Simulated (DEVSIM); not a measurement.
Device: TaN/SiO2/n-Ge capacitor, at 250 K.

| layer (left to right) | material | thickness (nm) | Nd (cm⁻³) |
|---|---|---|---|
| 1 | SiO2 | 26.0 | - |
| 2 | Ge | 4900 | 1.5e16 |

Metal gate on the left, work function 4.4 eV. Fixed charge at the semiconductor interface 1.4e11 cm⁻² (in units of +e); no interface traps.

Constants are typed, rounded textbook-type inputs, not results; the design itself was drawn at random and stands for no fabricated device. Values at 300 K; Nc and Nv go as T^1.5, mobilities as T to minus their exponent, the gap by Varshni's rule with the affinity fixed.

```
parameter         SiO2        Ge
----------------  ----  --------
gap (eV)             9     0.664
affinity (eV)      0.9         4
permittivity       3.9        16
Nc (cm⁻³)            -   1.04e19
Nv (cm⁻³)            -      6e18
Varshni α (eV/K)     -  0.000477
Varshni β (K)        -       235
```

Model (solved in DEVSIM): 1D Poisson equation in equilibrium, Boltzmann statistics, complete ionisation; no quantum confinement or tunnelling. Metal contacts follow the ideal Schottky-Mott rule: no Fermi-level pinning, no interface dipoles.

The interface trap density was swept, all else fixed.

| interface trap density (cm^-2 eV^-1) | threshold voltage (band bending 2φF) (V) | minimum of the low-frequency capacitance (μF/cm²) | flat-band voltage (V) |
|---|---|---|---|
| 0 | -0.73 | 0.0477 | 0.10 |
| 1e10 | -0.74 | 0.0484 | 0.10 |
| 1e11 | -0.78 | 0.0543 | 0.10 |
| 3e11 | [?] | [?] | 0.12 |
| 1e12 | -1.16 | 0.0849 | 0.18 |
| 2e12 | -1.59 | 0.0994 | 0.26 |

**Question.** What belongs in the gaps?

**Answer.** 
- 3e11, threshold voltage (band bending 2φF) (V): -0.86
- 3e11, minimum of the low-frequency capacitance (μF/cm²): 0.0637
